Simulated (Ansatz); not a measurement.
Pressure series in BAs

Take BAs in the zinc blende structure (space group F-43m, No. 216) as the base.

```
CELL_PARAMETERS angstrom
      0.00000     2.40468     2.40468
      2.40468     0.00000     2.40468
      2.40468     2.40468     0.00000
ATOMIC_POSITIONS crystal
  As 0.75000 0.75000 0.75000
  B  0.00000 0.00000 0.00000
```

Cell and atoms are relaxed at each pressure.

Level of theory: Kohn–Sham DFT with the PBE functional, run in Ansatz (a first-principles code) with PAW and 420 eV plane waves, scalar-relativistic without spin-orbit coupling, earlier PAW set.

```csv
change,lattice parameter a,band gap,smallest direct gap
base,4.809 Å,1.21 eV,3.25 eV
pressure −2 GPa,4.834 Å,1.22 eV,3.24 eV
pressure −1 GPa,4.822 Å,1.22 eV,3.25 eV
pressure 3 GPa,4.775 Å,1.19 eV,3.28 eV
pressure 7 GPa,4.733 Å,1.16 eV,3.32 eV
pressure 15 GPa,4.661 Å,1.11 eV,3.38 eV
pressure 30 GPa,4.554 Å,1.03 eV,3.48 eV
pressure 50 GPa,4.445 Å,0.95 eV,3.60 eV
pressure 75 GPa,4.340 Å,0.86 eV,3.73 eV
pressure 100 GPa,4.256 Å,0.79 eV,3.85 eV
```

Load acts through the strain it causes; cell and atoms are relaxed under it. No phonon test of stability was made. No other phases were tried under pressure.
